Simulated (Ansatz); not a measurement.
The parent structure is GaN in the zinc blende structure (space group F-43m, No. 216; a = 4.4981 Å). Axes: x, y, z lie along the cube axes.

Level of theory: PBEsol (Ansatz, a quantum-chemistry and plane-wave program; PAW; 420 eV plane waves; scalar-relativistic without spin-orbit coupling).

The change: tensor shear ε_xy = +0.86 % (engineering shear γ = 0.0172); the atoms relax in the strained cell.

**Question.** Predict the stress tensor and what it implies for the stiffness.

**Answer.** Stress of the strained cell less that of the base (GPa, compression positive):
```
   0.03   -2.61    0.00
  -2.61    0.03    0.00
   0.00    0.00    0.00
```

Then −Δσ/γ with γ = 2ε = 0.0172 gives relaxed-ion elastic constants: C66 ≈ 152 GPa.

Stability against distortions was not tested. This is not the structure that GaN has at room temperature and ambient pressure.
